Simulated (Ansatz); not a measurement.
Take AlRu in the CsCl type structure (space group Pm-3m, No. 221; relaxed with 0.1 eV smearing) as the base.

```
AlRu
1.0
    2.98315     0.00000     0.00000
    0.00000     2.98315     0.00000
    0.00000     0.00000     2.98315
Al Ru
1 1
Cartesian
  1.49158   1.49158   1.49158
  0.00000   0.00000   0.00000
```

Cartesian axes are those of the cell as printed.

Method: DFT with r2SCAN, PAW potentials and a 500 eV plane-wave cutoff in Ansatz (an electronic-structure program), without spin-orbit coupling.

Strains are applied to the cell and any free atomic positions relax; under biaxial strain the out-of-plane vector relaxes too.

One change was made to it. Results:

The pressure (mean of the normal stresses, compression positive) goes from zero to -3.6 GPa; the energy increases by 5.7 meV/atom.

### Question
What was done to the base?
(A) biaxial strain +1.67 %, plane normal [111], relaxed out of plane
(B) biaxial strain +1.25 %, plane normal [111], relaxed out of plane
(C) biaxial strain +0.83 %, plane normal [111], relaxed out of plane

### Answer
B, biaxial strain +1.25 %, plane normal [111], relaxed out of plane. For comparison, the energy relative to the base in the other runs: biaxial strain +0.83 %, plane normal [111], relaxed out of plane gives +2.5 meV/atom; biaxial strain +1.67 %, plane normal [111], relaxed out of plane gives +10 meV/atom.

Whether these cells are dynamically stable was not tested. All final runs are without spin polarisation.
